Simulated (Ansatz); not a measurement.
Start from KTaO3 in the cubic perovskite structure (space group Pm-3m, No. 221).

```cif
data_KO3Ta
_chemical_formula_sum 'K1 Ta1 O3'
_space_group_name_H-M_alt 'P 1'
_space_group_IT_number 1
_cell_length_a 3.98530
_cell_length_b 3.98530
_cell_length_c 3.98530
_cell_angle_alpha 90.000
_cell_angle_beta 90.000
_cell_angle_gamma 90.000
loop_
_space_group_symop_operation_xyz
  'x, y, z'
loop_
_atom_site_label
_atom_site_type_symbol
_atom_site_fract_x
_atom_site_fract_y
_atom_site_fract_z
_atom_site_occupancy
K1 K 0.00000 0.00000 0.00000 1
Ta1 Ta 0.50000 0.50000 0.50000 1
O1 O 0.50000 0.00000 0.50000 1
O2 O 0.00000 0.50000 0.50000 1
O3 O 0.50000 0.50000 0.00000 1
```

Calculations: PBEsol (Ansatz, a first-principles code; PAW; 420 eV plane waves; no spin-orbit coupling).

Strains are applied to the cell and any free atomic positions relax.

One change was made to it. Results:

The energy increases by 25 meV/atom; the pressure goes from zero to 12.48 GPa.

### Question
Which of these changes matches the shifts?
A) isotropic strain −1.20 %
B) isotropic strain −1.80 %
C) isotropic strain −0.60 %
D) isotropic strain −3.00 %

### Answer
B, isotropic strain −1.80 %. For comparison, the energy relative to the base in the other runs: isotropic strain −1.20 % gives +11 meV/atom; isotropic strain −0.60 % gives +2.7 meV/atom; isotropic strain −3.00 % gives +72 meV/atom.

Stability against distortions was not tested.
